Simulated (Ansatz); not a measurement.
The reference is MoTe$_{2}$ in the 2H-MoS2 type structure (space group P6_3/mmc, No. 194; a = 3.497 Å, c = 13.696 Å; layered, stacked along the Cartesian z axis).

Method: Ansatz (a program for electronic structure) PBE-D3(BJ), no SOC.

One change was made to it. Results:

| quantity | base | after |
|---|---|---|
| shortest interatomic distance | 5.133 bohr | 5.103 bohr |
| c/a ratio | 3.917 | 3.866 |
| density | 8.04 g/cm³ | 8.48 g/cm³ |

### Question
Name the change that was made.
(A) pressure 3 GPa
(B) pressure 0.3 GPa
(C) pressure 1.5 GPa
(D) pressure 0.7 GPa
(E) pressure −1 GPa

### Answer
A, pressure 3 GPa. For comparison, the c/a ratio in the other runs: pressure 1.5 GPa gives 3.884; pressure 0.7 GPa gives 3.899; pressure −1 GPa gives 3.957; pressure 0.3 GPa gives 3.909.

Load acts through the strain it causes; cell and atoms are relaxed under it. Stability against distortions was not tested. The D3 term's C6 switches between coordination references near this geometry, which can add small steps to energies.
